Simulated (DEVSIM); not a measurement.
System: Cr/SiO2/n-Si capacitor, at 300 K.

```csv
layer (left to right),material,thickness (nm),Nd (cm⁻³)
1,SiO2,10.0,-
2,Si,6200,8.6e15
```

Metal gate on the left, work function 4.5 eV. Fixed charge at the semiconductor interface 0 cm⁻² (in units of +e); no interface traps.

This is a model device: material constants are rounded textbook-type values typed into the input, and sizes, dopings and lifetimes were drawn at random. Values at 300 K; Nc and Nv go as T^1.5, mobilities as T to minus their exponent, the gap by Varshni's rule with the affinity fixed.

| parameter | SiO2 | Si |
|---|---|---|
| gap (eV) | 9 | 1.124 |
| affinity (eV) | 0.9 | 4.05 |
| permittivity | 3.9 | 11.7 |
| Nc (cm⁻³) | - | 2.86e19 |
| Nv (cm⁻³) | - | 3.1e19 |
| Varshni α (eV/K) | - | 0.000473 |
| Varshni β (K) | - | 636 |

Simulated with DEVSIM: 1D Poisson equation in equilibrium, Boltzmann statistics, complete ionisation; no quantum confinement or tunnelling. Metal contacts follow the ideal Schottky-Mott rule: no Fermi-level pinning, no interface dipoles.

The temperature was swept, all else fixed.

```tsv
temperature (K)	minimum of the low-frequency capacitance (μF/cm²)	threshold voltage (band bending 2φF) (V)	flat-band voltage (V)
250	?	?	0.28
300	0.0326	-0.59	0.24
350	0.0360	-0.53	0.20
400	0.0415	-0.46	0.16
450	0.0485	-0.39	0.11
500	0.0599	-0.31	0.07
```

Q: Complete the blanks.

A: 
- 250, minimum of the low-frequency capacitance (μF/cm²): 0.0306
- 250, threshold voltage (band bending 2φF) (V): -0.65
